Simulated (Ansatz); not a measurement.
## GaS: S vacancy, symmetric start

Consider a 24-atom supercell of GaS in the beta-GaS type structure (space group P6_3/mmc, No. 194; a = 3.5342 Å, c = 15.0389 Å; layered, stacked along the Cartesian z axis) at its relaxed geometry.

The change: a neutral S vacancy, symmetric start, atoms relaxed at fixed cell.

Computed with DFT with PBEsol-D3(BJ), PAW potentials and a 420 eV plane-wave cutoff in Ansatz (a first-principles code), scalar-relativistic without spin-orbit coupling. Settings: 5×5×5 k-points, 0.01 eV Fermi–Dirac smearing.

```tsv
quantity	base	changed	shift
pressure	0.0 GPa	-1.7 GPa	-1.7 GPa
gap of the supercell	1.29 eV	0.79 eV	-0.50 eV
total moment of the cell	–	0.0 μB	–
largest displacement of a host atom from its site in the perfect cell	–	0.34 Å	–
mean distance from the defect site to its nearest host atoms	2.31 Å	1.99 Å	-0.32 Å
```

Final structure:

```yaml
crystal:
  lattice:
    - [5.30130, -3.06071, 0.00000]
    - [0.00000, 6.12141, 0.00000]
    - [-1.76710, -3.06071, 15.03891]
  atoms:
    - { symbol: Ga, position: [0.22437, 0.78207, 0.67311] }
    - { symbol: Ga, position: [0.89068, 0.11469, 0.67204] }
    - { symbol: Ga, position: [0.55798, 0.44929, 0.67393] }
    - { symbol: Ga, position: [0.33879, 0.44169, 0.16249] }
    - { symbol: Ga, position: [0.05414, 0.72626, 0.16249] }
    - { symbol: Ga, position: [0.76956, 0.15704, 0.16249] }
    - { symbol: Ga, position: [0.42542, 0.55021, 0.32529] }
    - { symbol: Ga, position: [0.10841, 0.86716, 0.32529] }
    - { symbol: Ga, position: [0.79146, 0.23320, 0.32529] }
    - { symbol: Ga, position: [0.27828, 0.88990, 0.83484] }
    - { symbol: Ga, position: [0.94429, 0.22191, 0.83287] }
    - { symbol: Ga, position: [0.61182, 0.55697, 0.83546] }
    - { symbol: S, position: [0.70022, 0.73377, 0.10065] }
    - { symbol: S, position: [0.36690, 0.06713, 0.10070] }
    - { symbol: S, position: [0.53300, 0.73219, 0.60022] }
    - { symbol: S, position: [0.20136, 0.06770, 0.60022] }
    - { symbol: S, position: [0.86585, 0.40055, 0.60022] }
    - { symbol: S, position: [0.63789, 0.94071, 0.90732] }
    - { symbol: S, position: [0.29994, 0.27116, 0.90732] }
    - { symbol: S, position: [0.96949, 0.60277, 0.90732] }
    - { symbol: S, position: [0.13642, 0.60617, 0.40925] }
    - { symbol: S, position: [0.79738, 0.92810, 0.39215] }
    - { symbol: S, position: [0.46403, 0.26139, 0.39208] }
```

Cost of the whole job for the changed cell (relaxation, final SCF and bands): very roughly 30 core-minutes.

The magnetic state is the one reached from the starting moments; the real material's order can differ, and small cells can't hold many antiferromagnetic ones. The cell is small, so the values are those of an ordered compound at a high defect concentration; dilute-limit values will differ. The defect started on the symmetric site and kept its symmetry, so it may sit on a saddle. Starting moments died away, wholly or in part, for S vacancy; another magnetic solution may exist. The defect cell is spin-polarised and ends with 0.0 μB.
